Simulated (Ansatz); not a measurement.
An Ansatz (a first-principles code) run: WSi2 with a change (biaxial strain +1.50 %, plane normal [001], relaxed out of plane); Kohn–Sham DFT with the PBE functional, run in Ansatz with PAW and 420 eV plane waves, without spin-orbit coupling.

Input:

Ansatz 0.2 input:
```yaml
crystal:
  lattice:
    - [3.277341823, 0, 0]
    - [0, 3.277341823, 0]
    - [1.6386709115, -1.6386709115, 3.905353876]
  atoms:
    - { symbol: Si, position: [0.3345191234, 0.6654808766, 0.3309617532] }
    - { symbol: Si, position: [0.6654808766, 0.3345191234, 0.6690382468] }
    - { symbol: W, position: [0, 0, 0] }
basis: { ecutwfc: 420, ecutrho_ratio: 4, xc_grid: 2, fft_grid_basis: typed }
kpoints: { mp_grid: { grid: [25, 25, 25] } }
hamiltonian:
  xc: pbe
  dispersion: none
  pseudopotentials: { kind: paw }
scf: { occupations: { method: fermi_dirac, width: 0.1 } }
relax: { f_tol: 0.005, max_steps: 50, cell: { stress_tol: 0.01, fix: [a, b, gamma] } }
output: { forces: true, stress: true }
checkpoint: { write: state.ck, write_every: 1000 }
```

Output (explanatory and most iteration lines left out):

```
Relaxation: its limit of steps is 50 (relax.max_steps)
Pseudopotential: Si, paw, valence charge 4
Pseudopotential: W, paw, valence charge 14
Crystal: 3 atoms, lattice volume = 41.947 Å³
Basis set: ecut = 420 eV, 833 PW (Γ), exchange–correlation on 48×48×64 points (8 copies of the dense FFT grid, shifted against one another)
Bands: 15, of which v1, the nominal top of the filled ones, is band 11 counted from 1 (10 counted from 0)
Symmetry: 16 space group operations
Space group: I4/mmm (ITA 139), of the structure as read, at distance tolerance 3.5e-5 Å
k-points: 1183 of 15625
Functional: x = pbe(κ = 0.804, μ = 0.2195149727645171), c = pbe(β = 0.06672455060314922)
SCF iter   1: F=—  HF=-11657.436493 eV  |F-HF|=—  |Δ(HF+E_count)|=         —  Δρ=3.22e-3  dr2=1.56e-3  ethr=1.77e-3  ⟨swp⟩=5.0  Hψ=102333  notcnv=0
SCF iter   2: F=—  HF=-11657.436973 eV  |F-HF|=—  |Δ(HF+E_count)|=   4.79e-4  Δρ=1.85e-3  dr2=5.88e-4  ethr=7.09e-6  ⟨swp⟩=1.2  Hψ=27639  notcnv=0
SCF 1 converged in 6 iterations: F = -11657.437165 eV  dr2 = 5.30e-9
relax step   1: F+E_penalty+E_count = -11657.43716524 eV  Δ(F+E_penalty+E_count) = +0.000e0 eV  max|allowed force component| = 5.044e-2 eV/Å  Δτ_max = 0.0000 Å  P = -4.171 GPa  Ω = 41.947 Å³  fix = [a, b, gamma]  reactions: a -6.891, b -6.891 GPa  (6 SCF iters, dr2 threshold 1.00e-7 eV, accepted)
[... steps on the carried basis left out ...]
relax step   4: F+E_penalty+E_count = -11657.43768977 eV  Δ(F+E_penalty+E_count) = -9.218e-7 eV  max|allowed force component| = 3.929e-4 eV/Å  Δτ_max = 0.0001 Å  P = -4.691 GPa  Ω = 42.052 Å³  energy of the carried Pulay correction = -3.048e-5 eV  fix = [a, b, gamma]  reactions: a -7.038, b -7.038 GPa  (4 SCF iters, dr2 threshold 1.28e-9 eV, accepted)
Crystal: 3 atoms, lattice volume = 42.052 Å³
SCF iter   1: F=—  HF=-11657.437721 eV  |F-HF|=—  |Δ(HF+E_count)|=         —  Δρ=5.25e-6  dr2=1.68e-9  ethr=1.22e-8  ⟨swp⟩=3.1  Hψ=157194  notcnv=0
SCF iter   2: F=—  HF=-11657.437720 eV  |F-HF|=—  |Δ(HF+E_count)|=   1.55e-6  Δρ=2.77e-6  dr2=5.11e-10  ethr=7.62e-12  ⟨swp⟩=3.2  Hψ=36805  notcnv=0
SCF 5 converged in 5 iterations: F = -11657.437720 eV  dr2 = 1.88e-13
SCF converged after 5 iterations
Free energy (F): -11657.437720 eV
Internal energy: -11657.426797 eV  (E = F + TS)
E sigma→0 (E₀):  -11657.432258 eV
Entropy (-TS):   -0.010922 eV (-3.641 meV/atom)
Fermi energy:    15.966690 eV
--- Forces (eV/Å), atoms counted from 1 ---
  atom   1  Si     0.00000000     0.00000000    -0.00038280
  atom   2  Si     0.00000000     0.00000000     0.00038280
  atom   3  W     -0.00000000     0.00000000     0.00000000
--- Stress (GPa, compression-positive) ---
       -7.036462       0.000000       0.000000
        0.000000      -7.036462       0.000000
        0.000000       0.000000       0.000680
  P = ⅓ Tr σ = -4.6907 GPa (-46.907 kbar)
--- Relaxed structure (4 steps of the walk, 4 accepted, 1 SCFs on fresh bases) ---
  cell:  # Å, volume = 42.0519 Å³
    - [3.277341823, 0.0, 0.0]
    - [0.0, 3.277341823, 0.0]
    - [1.6386709115, -1.6386709115, 3.9150906723720666]
  atoms:
    - { symbol: Si, position: [0.33488113556470267, 0.6651188644352972, 0.3302377288705946] }
    - { symbol: Si, position: [0.6651188644352971, 0.33488113556470267, 0.6697622711294053] }
    - { symbol: W, position: [-3.2634469775543216e-35, 5.930061917009609e-37, 0.0] }
```

Whether these cells are dynamically stable was not tested. All final runs are without spin polarisation. The cell was made from WSi2 (space group I4/mmm, No. 139) by this change: biaxial strain +1.50 %, plane normal [001], relaxed out of plane.
